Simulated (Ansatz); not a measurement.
Consider AlN in the wurtzite structure (space group P6_3mc, No. 186).

```
CELL_PARAMETERS angstrom
      3.10673     0.00000     0.00000
     -1.55337     2.69051     0.00000
      0.00000     0.00000     4.97852
ATOMIC_POSITIONS crystal
  Al 0.66667 0.33333 0.00341
  Al 0.33333 0.66667 0.50341
  N  0.66667 0.33333 0.62179
  N  0.33333 0.66667 0.12179
```

Computed with plane-wave PAW DFT at the r2SCAN level (Ansatz, a first-principles code, 500 eV), no spin-orbit coupling.

For the base:

- Shortest interatomic distance = 3.568 bohr
- Band gap = 4.88 eV
- Width of the top valence band = 2.41 eV

Modification: a hydrostatic pressure of 4.5 GPa.

Q: What happens to the shortest interatomic distance?

A: The shortest interatomic distance drops by 0.0245 bohr to 3.543 bohr.

Q: How does this affect the band gap?

A: The band gap goes up by 0.18 eV (4.88 eV → 5.06 eV).

Q: Predict the new width of the top valence band.

A: The width of the top valence band rises by 0.04 eV to 2.45 eV.

Load acts through the strain it causes; cell and atoms are relaxed under it. No phonon test of stability was made. Tetrahedral semiconductors of this kind turn to denser phases somewhere between about 1 and 50 GPa; those were not computed, so compressed cells here can lie past the real transition.
